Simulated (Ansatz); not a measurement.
**Fe under a change: isotropic strain +1.17 %**

Base system: Fe in the bcc (W type) structure (space group Im-3m, No. 229; a = 2.832 Å; ferromagnetic).

Modification: an isotropic linear strain of +1.17 %; the atoms relax in the strained cell.

Level of theory: Kohn–Sham DFT with the PBE functional, run in Ansatz (a program for electronic structure) with PAW and 420 eV plane waves, no spin-orbit coupling. Settings: 23×23×23 k-points, 0.05 eV Fermi–Dirac smearing.

The volume per atom rises by 0.403 Å³, from 11.35 Å³ to 11.76 Å³ and the space group remains Im-3m (No. 229). The shortest interatomic distance grows by 0.029 Å, from 2.452 Å to 2.481 Å and the energy grows by 8.4 meV/atom. The pressure goes from zero to -6.4 GPa and the band gap stays zero. The magnetic state is still ferromagnetic and the largest site moment stays essentially unchanged (2.22 μB against 2.27 μB).

The magnetic state is the one reached from the starting moments; the real material's order can differ, and small cells can't hold many antiferromagnetic ones. Stability against distortions was not tested.
